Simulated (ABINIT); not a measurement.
```yaml
crystal:
  lattice:
    - [4.03563, 0.00000, 0.00000]
    - [0.00000, 4.03563, 0.00000]
    - [0.00000, 0.00000, 4.03563]
  atoms:
    - { symbol: Sr, position: [0.50000, 0.50000, 0.50000] }
    - { symbol: Cd, position: [0.00000, 0.00000, 0.00000] }
```

Level of theory: PBEsol, PAW (JTH v2.0 PBE PAW, files made for PBE) (plane waves; ABINIT).

The set-up and first iterations of an ABINIT log for SrCd (Pm-3m, 2 atoms in the cell):

```
 Symmetries : space group Pm -3 m (#221); Bravais cP (primitive cubic)

 -outvars: echo values of preprocessed input variables --------
            acell      7.6262354737E+00  7.6262354737E+00  7.6262354737E+00 Bohr
             ecut      1.99916330E+01 Hartree
              ixc     -116133
         kptrlatt       11    0    0      0   11    0      0    0   11
          kptrlen      8.38885902E+01
            natom           2
            nband          16
            ngfft          32      32      32
          ngfftdg          45      45      45
             nkpt          56
            nstep          50
             nsym          48
           ntypat           2
           occopt           3
        pawecutdg      3.99832660E+01 Hartree
         pawxcdev           0
          spgroup         221
           tolvrs      1.00000000E-11
           tsmear      3.67493254E-03 Hartree
            typat      1  2
           useylm           1
             xred      5.0000000000E-01  5.0000000000E-01  5.0000000000E-01
                       0.0000000000E+00  0.0000000000E+00  0.0000000000E+00
            znucl       38.00000   48.00000

== DATASET  1 ==================================================================

 Real(R)+Recip(G) space primitive vectors, cartesian coordinates (Bohr,Bohr^-1):
 R(1)=  7.6262355  0.0000000  0.0000000  G(1)=  0.1311263  0.0000000  0.0000000
 R(2)=  0.0000000  7.6262355  0.0000000  G(2)=  0.0000000  0.1311263  0.0000000
 R(3)=  0.0000000  0.0000000  7.6262355  G(3)=  0.0000000  0.0000000  0.1311263
 Unit cell volume ucvol=  4.4353779E+02 bohr^3
 Angles (23,13,12)=  9.00000000E+01  9.00000000E+01  9.00000000E+01 degrees

 Coarse grid specifications (used for wave-functions):

 getcut: wavevector=  0.0000  0.0000  0.0000  ngfft=  32  32  32
         ecut(hartree)=     19.992   => boxcut(ratio)=   2.08473

 Fine grid specifications (used for densities):

 getcut: wavevector=  0.0000  0.0000  0.0000  ngfft=  45  45  45
         ecut(hartree)=     39.983   => boxcut(ratio)=   2.02693

   1.08137425E+03                                ecore*ucvol(ha*bohr**3)

_setup2: Arith. and geom. avg. npw (full set) are    1893.810    1893.801
--- !BeginCycle
solver: {iscf: 17, nstep: 50, nline: 4, wfoptalg: 10, }
tolerances: {tolvrs: 1.00E-11, }
...

     iter   Etot(hartree)      deltaE(h)  residm     nres2
 ETOT  1  -78.495178557156    -7.850E+01 1.843E-01 3.068E+00
 ETOT  2  -79.022757882631    -5.276E-01 2.326E-01 7.210E+03
 ETOT  3  -78.683528675977     3.392E-01 1.096E-01 6.173E+03
 ETOT  4  -78.602858678624     8.067E-02 1.513E-01 1.502E+00
 ETOT  5  -78.605792675982    -2.934E-03 9.161E-01 1.001E+00
```

Question: Will this run converge, and how will it end?

Answer: The run ended unconverged after 50 iterations. It gives no final result for the task that was set. The log goes on:

```
   [... 41 lines left out ...]
 ETOT 47  -78.608586070418    -1.140E-05 5.843E-02 4.689E-04
 ETOT 48  -78.608595196058    -9.126E-06 3.785E-03 6.259E-04
 ETOT 49  -78.608562784781     3.241E-05 5.366E-03 5.666E-04
 ETOT 50  -78.608569333060    -6.548E-06 1.564E-03 4.661E-04

 Cartesian components of stress tensor (hartree/bohr^3)
  sigma(1 1)=  4.16350577E-05  sigma(3 2)=  0.00000000E+00
  sigma(2 2)=  4.16350577E-05  sigma(3 1)=  0.00000000E+00
  sigma(3 3)=  4.16350577E-05  sigma(2 1)=  0.00000000E+00
 scprqt:  WARNING -
  nstep=   50 was not enough SCF cycles to converge;
  density residual=  4.661E-04 exceeds tolvrs=  1.000E-11

 ----iterations are completed or convergence reached----

 reduced coordinates (array xred) for    2 atoms
       0.500000000000      0.500000000000      0.500000000000
       0.000000000000      0.000000000000      0.000000000000
 cartesian forces (eV/Angstrom) at end:
    1     -0.00000000000000    -0.00000000000000    -0.00000000000000
    2     -0.00000000000000    -0.00000000000000    -0.00000000000000
 frms,max,avg= 0.0000000E+00 0.0000000E+00   0.000E+00  0.000E+00  0.000E+00 e/A
 length scales=  7.626235473657  7.626235473657  7.626235473657 bohr
              =  4.035630000000  4.035630000000  4.035630000000 angstroms
 Fermi (or HOMO) energy (hartree) =   0.18389   Average Vxc (hartree)=  -0.33224
 Eigenvalues (hartree) for nkpt=  56  k points:
 prteigrs : prtvol=0 or 1, do not print more k-points.

--- !EnergyTerms
   [... lines left out ...]
local_psp           : -5.69500018869845E+01
internal            : -7.85996554881732E+01
'-kT*entropy'       : -1.86854420586779E-03
total_energy        : -7.86015240323791E+01
total_energy_eV     : -2.13885624242608E+03
...

-Cartesian components of stress tensor (GPa)         [Pressure= -1.2249E+00 GPa]
- sigma(1 1)=  1.22494548E+00  sigma(3 2)=  0.00000000E+00
- sigma(2 2)=  1.22494548E+00  sigma(3 1)=  0.00000000E+00
- sigma(3 3)=  1.22494548E+00  sigma(2 1)=  0.00000000E+00

 Calculation completed.
```

The starting cell comes from a database of computed structures (which also holds hypothetical and non-ambient phases and stackings), without a prior relaxation at this level. The potentials were made for another functional than the one used.

The run was DFT, PBEsol, plane waves, PAW (JTH v2.0 PBE PAW, files made for PBE). Main settings of its input:

```
key                                            value
----------  ----------------------------------------
pseudos     [Sr.GGA_PBE-JTH.xml, Cd.GGA_PBE-JTH.xml]
ecut                                          544 eV
pawecutdg                                    1088 eV
pawxcdev                                           0
ixc                                          -116133
occopt                                             3
tsmear                                        0.1 eV
ngkpt                                       11 11 11
nshiftk                                            1
shiftk                                         0 0 0
potentials                          JTH v2.0 PBE PAW
nband                                             16
```
